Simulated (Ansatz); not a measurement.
The parent structure is TiC in the rock salt structure (space group Fm-3m, No. 225; a = 4.333 Å; relaxed with 0.1 eV smearing).

The values are results of PBE (Ansatz, a quantum-chemistry and plane-wave program; PAW; 420 eV plane waves; without spin-orbit coupling), not measurements.

Before the change:

The pressure is 0.0 GPa and the band gap comes out as zero.

Now apply this change: the cell is scaled by 1.0250 in all directions; the atoms relax in the strained cell.

**Question.** What does the calculation give for the energy relative to the base after the change?

**Answer.** The energy goes up by 41 meV/atom.

**Question.** How does this affect the pressure?

**Answer.** The pressure goes from zero to -16.0 GPa.

**Question.** What happens to the band gap?

**Answer.** The band gap is still zero.

Stability against distortions was not tested. The final runs are not spin-polarised.
